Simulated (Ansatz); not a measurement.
We consider CsCl-type TiCo, described by r²SCANh (PAW; Ansatz, an electronic-structure program).

Run with plane-wave cutoff 520 eV, 10×10×10 k mesh, Fermi–Dirac smearing 0.05 eV, no spin polarisation, scalar-relativistic PAW data made under PBE.

Pressure at four volumes; x = ln(V/12.674 Å³). One pressure is withheld.

```tsv
V (Å³/atom)	x	P (GPa)
12.072	-0.0487	11.61
12.674	0.0000	0.53
13.025	0.0273	-4.81
13.343	0.0514	?
```

Pass a parabola P(x) through the three rows shown, estimate the bulk modulus and its pressure derivative near zero pressure, and predict the withheld pressure.

Slopes between the rows: (0.53 − (11.61))/(0.0000 − (-0.0487)) = -227.52 and (-4.81 − (0.53))/(0.0273 − (0.0000)) = -195.60 GPa. Their difference over the span 0.0760 is c = 31.92/0.0760 = 420.0 GPa, so P(x) = 11.61 + (-227.52)(x − (-0.0487)) + 420.0 (x − (-0.0487))(x − (0.0000)). At the middle row B = −dP/dx = −[-227.52 + 420.0 × 0.0487] = 207.1 GPa, and B′ = dB/dP = 2c/B = 4.1. At x = 0.0514 the parabola gives -9.00 GPa; the run gives -9.02 GPa. The Birch–Murnaghan fit to the energies at all volumes has B0 = 204 GPa and B′ = 4.2.

Measured, for comparison: bulk modulus 154 GPa (room temperature, no zero-point or thermal correction; as tabulated in Yamada et al. (2019), arXiv:1910.09660). Computed (rounded) less measured: bulk modulus +32 %.

Note: the run has no spin polarisation, so it can have missed a magnetic state.
